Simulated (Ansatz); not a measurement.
A self-consistent single point of ZrS (Fm-3m, 2 atoms in the cell) with Ansatz (a program for electronic structure).

Computed with PBEsol, PAW files made with PBE (plane waves; Ansatz).

The change in words: lattice scaled by 0.98. Reference geometry:
```
ZrS
1.0
    0.00000     2.62351     2.62351
    2.62351     0.00000     2.62351
    2.62351     2.62351     0.00000
Zr S
1 1
Direct
  0.00000   0.00000   0.00000
  0.50000   0.50000   0.50000
```

Reference input (self-consistent single point, DFT, PBEsol, plane waves, PAW files made with PBE): kpoints.mp_grid.grid = 11 11 11; hamiltonian.xc = pbesol; hamiltonian.pseudopotentials = {kind: paw} (the program's default PAW files); scf.occupations.method = gaussian; scf.occupations.width = 0.02 Ry. This run's input differs from it in these lines:

```diff
@@ -2,5 +2,5 @@
   lattice:
-    - [0.000000, 2.623510, 2.623510]
-    - [2.623510, 0.000000, 2.623510]
-    - [2.623510, 2.623510, 0.000000]
+    - [0.000000, 2.571040, 2.571040]
+    - [2.571040, 0.000000, 2.571040]
+    - [2.571040, 2.571040, 0.000000]
   atoms:
```

The program printed (abridged):

```
SCF iter   1: F=—  HF=-5016.731337 eV  |F-HF|=—  |Δ(HF+E_count)|=         —  Δρ=2.89e-2  dr2=3.28e-1  ethr=3.10e-3  ⟨swp⟩=6.0  Hψ=9493  notcnv=0
all-band conjugate gradients solve this SCF's bands
automatic band count: the SCF goes on with 17 bands, as 13 were too few: the levels above may hold too much charge
preconditioner: auto → Kerker (q_TF=auto, 2.454 Å⁻¹)
SCF iter   2: F=—  HF=-5016.655515 eV  |F-HF|=—  |Δ(HF+E_count)|=   7.58e-2  Δρ=1.29e-2  dr2=5.29e-2  ethr=1.82e-3  ⟨swp⟩=1.0  Hψ=1401  notcnv=0
   [... lines left out ...]
SCF iter   4: F=—  HF=-5016.638968 eV  |F-HF|=—  |Δ(HF+E_count)|=   4.12e-4  Δρ=4.27e-4  dr2=6.61e-5  ethr=8.94e-6  ⟨swp⟩=1.9  Hψ=991  notcnv=0
SCF iter   5: F=—  HF=-5016.638963 eV  |F-HF|=—  |Δ(HF+E_count)|=   5.33e-6  Δρ=9.38e-5  dr2=3.15e-6  ethr=3.67e-7  ⟨swp⟩=1.9  Hψ=1056  notcnv=0  defer=2
SCF iter   6: F=—  HF=-5016.638963 eV  |F-HF|=—  |Δ(HF+E_count)|=   1.72e-7  Δρ=2.17e-5  dr2=1.94e-7  ethr=1.75e-8  ⟨swp⟩=2.5  Hψ=1317  notcnv=0  defer=2
SCF iter   7: F=-5016.638963 eV  HF=-5016.638963 eV  |F-HF|=3.00e-11  |Δ(HF+E_count)|=   3.08e-8  Δρ=2.44e-6  dr2=1.26e-9  ethr=5.56e-10  ⟨swp⟩=9.6  Hψ=4802  notcnv=0
SCF 1 converged in 7 iterations: F = -5016.638963 eV  dr2 = 1.26e-9
Free energy (F): -5016.638963 eV
Internal energy: -5016.584878 eV  (E = F + TS)
E sigma→0 (E₀):  -5016.611920 eV
Entropy (-TS):   -0.054085 eV (-27.042 meV/atom)
Fermi energy:    15.490296 eV
--- Forces (eV/Å), atoms counted from 1 ---
  atom   1  Zr    -0.00000000     0.00000000    -0.00000000
  atom   2  S      0.00000000    -0.00000000    -0.00000000
--- Stress (GPa, compression-positive) ---
        2.381872       0.000000       0.000000
       -0.000000       2.381872       0.000000
        0.000000      -0.000000       2.381872
  P = ⅓ Tr σ = 2.3819 GPa (23.819 kbar)
  The stress holds the Pulay correction. Without it, at fixed plane waves, as pw.x and ABINIT print it: P = 2.3504 GPa
```

The run converged in 7 iterations. Against the reference run the free energy drops by 13.5 meV/atom and the pressure goes from -5.99 to 2.38 GPa.

The starting cell comes from a database of computed structures (which also holds hypothetical and non-ambient phases and stackings), without a prior relaxation at this level. For this run, on top of that: lattice scaled by 0.98. Ansatz's pressure includes its estimate of the finite-basis (Pulay) stress.

Keys are those of Ansatz 0.2.
